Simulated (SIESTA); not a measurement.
**Sensitivity of a calculation on K2CuH4 (I4/mmm, 7 atoms in the cell) to its settings**

```xyz
7
Lattice="-1.9414 1.9414 6.5870 1.9414 -1.9414 6.5870 1.9414 1.9414 -6.5870" Properties=species:S:1:pos:R:3 pbc="T T T"
K      0.0000     0.0000     4.7676
K      0.0000     0.0000     8.4065
Cu     0.0000     0.0000     0.0000
H      0.0000     0.0000     1.6635
H      0.0000     0.0000    11.5106
H      1.9414     0.0000     0.0000
H      0.0000     1.9414     0.0000
```

Base run A: LDA PW92, numerical atomic orbitals DZP, PseudoDojo LDA standard norm-conserving potentials (rewritten from UPF to PSML) run with SIESTA 5.4.2, self-consistent single point.

Its settings: XC.functional = LDA; XC.authors = PW92; potentials = PseudoDojo LDA standard; PAO.BasisSize = DZP; PAO.EnergyShift = 0.01 Ry; MeshCutoff = 400 Ry; kgrid.MonkhorstPack = 11 11 11; OccupationFunction = MP; OccupationMPOrder = 1; ElectronicTemperature = 100 meV; MaxSCFIterations = 150; SCF.Mixer.Method = Broyden; SCF.Mixer.Weight = 0.25; SCF.Mixer.History = 6; SCF.DM.Tolerance = 1.0E-04.

The starting cell comes from a database of computed structures (which also holds hypothetical and non-ambient phases and stackings), without a prior relaxation at this level. Spin polarisation is off. Values carry the incompleteness of an atom-centred basis. In the base run, with a pressure of about -4 GPa the cell is away from its equilibrium volume at this level.

Absolute energies have different zeros for different potentials, functionals, Hubbard and dispersion terms and are not compared across them.

Runs:
- B: XC.functional: LDA → GGA; XC.authors: PW92 → PBEsol; pseudopotentials: PseudoDojo LDA standard → PseudoDojo PBEsol standard [GGA PBEsol]
- C: XC.functional: LDA → GGA; XC.authors: PW92 → BLYP; pseudopotentials: PseudoDojo LDA standard → PseudoDojo PBE standard [GGA BLYP]

| run | pressure (GPa) | largest force (eV/Å) |
|---|---|---|
| A | -3.72 | 0.197 |
| B | -2.01 | 0.104 |
| C | 1.35 | 0.155 |

Run C against A: The pressure goes from -3.72 to 1.35 GPa and the largest force goes from 0.197 to 0.155 eV/Å.

Run B against A: The pressure goes from -3.72 to -2.01 GPa and the largest force goes from 0.197 to 0.104 eV/Å.

Left out of this page: 5 runs of the series held back from this collection.
